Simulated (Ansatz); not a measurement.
## What uniaxial strain ε_xx = +3.00 % does to Lu

Start from Lu in the hcp (Mg type) structure (space group P6_3/mmc, No. 194; a = 3.443 Å, c = 5.367 Å; relaxed with 0.1 eV smearing). Axes: x lies along a and z along c of the hexagonal cell.

Perturbation: uniaxial strain ε_xx = +3.00 %, all other strain components held at zero; the atoms relax in the strained cell.

All numbers come from PBEsol (Ansatz, a first-principles code, PAW, no spin-orbit coupling). Settings: 19×19×11 k-points, 0.1 eV Fermi–Dirac smearing.

```json
[
 {"quantity": "space group", "base": "P6_3/mmc (No. 194)", "changed": "Cmcm (No. 63)", "shift": "–"},
 {"quantity": "shortest interatomic distance", "base": "3.340 Å", "changed": "3.356 Å", "shift": "+0.016 Å"},
 {"quantity": "energy relative to the base (free energy F)", "base": "0 meV/atom", "changed": "+7.1 meV/atom", "shift": "+7.1 meV/atom"},
 {"quantity": "pressure (mean of the normal stresses, compression positive)", "base": "0.0 GPa", "changed": "-1.4 GPa", "shift": "-1.4 GPa"},
 {"quantity": "band gap", "base": "zero", "changed": "zero", "shift": "–"},
 {"quantity": "stress (xx, yy, zz, yz, xz, xy; compression positive)", "base": "–", "changed": "(-2.7, -0.8, -0.6, 0.0, 0.0, 0.0) GPa", "shift": "–"}
]
```

Final structure:

```yaml
crystal:
  lattice:
    - [3.54647, 0.00000, 0.00000]
    - [-1.77324, 2.98188, 0.00000]
    - [0.00000, 0.00000, 5.36685]
  atoms:
    - { symbol: Lu, position: [0.66897, 0.33794, 0.75000] }
    - { symbol: Lu, position: [0.33103, 0.66206, 0.25000] }
```

No phonon test of stability was made.
